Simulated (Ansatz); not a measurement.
The parent structure is ZnO in the wurtzite structure (space group P6_3mc, No. 186; a = 3.280 Å, c = 5.293 Å).

Computed with PBE (Ansatz, an electronic-structure program), no spin-orbit coupling.

For the base:

| Property | Value |
|---|---|
| Width of the top valence band | 1.71 eV |
| Pressure | 0.00 GPa |

Modification: an isotropic linear strain of +1.20 %, atoms relaxed at fixed cell.

What does the calculation give for the width of the top valence band and pressure after the change?

The width of the top valence band drops by 0.08 eV, from 1.71 eV to 1.63 eV; the pressure (mean of the normal stresses, compression positive) goes from zero to -4.26 GPa.

The levels and masses belong to the bands next to the band gap. No phonon test of stability was made.
